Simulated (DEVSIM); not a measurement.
System: Cr/Si3N4/p-GaAs capacitor, at 300 K.

```tsv
layer (left to right)	material	thickness (nm)	Na (cm⁻³)
1	Si3N4	12.0	-
2	GaAs	610	1.1e18
```

Metal gate on the left, work function 4.5 eV. Fixed charge at the semiconductor interface 0 cm⁻² (in units of +e); no interface traps.

The device is made up for the run: typed textbook-type constants, with dimensions and the other settings drawn at random. Values at 300 K.

| parameter | Si3N4 | GaAs |
|---|---|---|
| gap (eV) | 5.1 | 1.424 |
| affinity (eV) | 2.1 | 4.07 |
| permittivity | 7.5 | 12.9 |
| Nc (cm⁻³) | - | 4.7e17 |
| Nv (cm⁻³) | - | 9e18 |

Model (solved in DEVSIM): 1D Poisson equation in equilibrium, Boltzmann statistics, complete ionisation; no quantum confinement or tunnelling. Metal contacts follow the ideal Schottky-Mott rule: no Fermi-level pinning, no interface dipoles.

The Si3N4 thickness was swept, all else fixed.

| Si3N4 thickness (μm) | capacitance of the dielectric stack (μF/cm²) | minimum of the low-frequency capacitance (μF/cm²) |
|---|---|---|
| 0.0048 | 1.38 | 0.239 |
| 0.0066 | 1.01 | 0.224 |
| 0.0084 | 0.791 | 0.211 |
| 0.01 | 0.664 | 0.200 |
| 0.012 | 0.553 | 0.189 |
| 0.014 | 0.474 | 0.179 |

From the first row to the last the capacitance of the dielectric stack goes from 1.38 to 0.474. From the first row to the last the minimum of the low-frequency capacitance goes from 0.239 to 0.179.
